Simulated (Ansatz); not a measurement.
The starting structures come from a database of crystals and need not be the phases stable at ambient conditions.

By PBEsol, the system below comes out a metal.

Without scattering a metal conducts by its projected Fermi surface.

Data:

```
IrSc
1.0
    3.28276     0.00000     0.00000
    0.00000     3.28276     0.00000
    0.00000     0.00000     3.21839
Sc Ir
1 1
Direct
  0.50000   0.50000   0.50000
  0.00000   0.00000   0.00000
```

Space group of this cell: P4/mmm. The cell is strained (lengths across the current scaled by 1.02, ions clamped); by PBEsol its mean pressure is -10.6 GPa.

The current flows along the normal of the first two printed cell vectors, the (001) (indices of the unstrained crystal) plane of the conventional cell. No spin-orbit coupling; the value is a mean over 0.1 eV about the Fermi level.

Question: Give the ballistic conductance per area that PBEsol run with Ansatz (an electronic-structure program) yields.

Answer: 0.23 × 10¹⁵ S/m² for both spins.
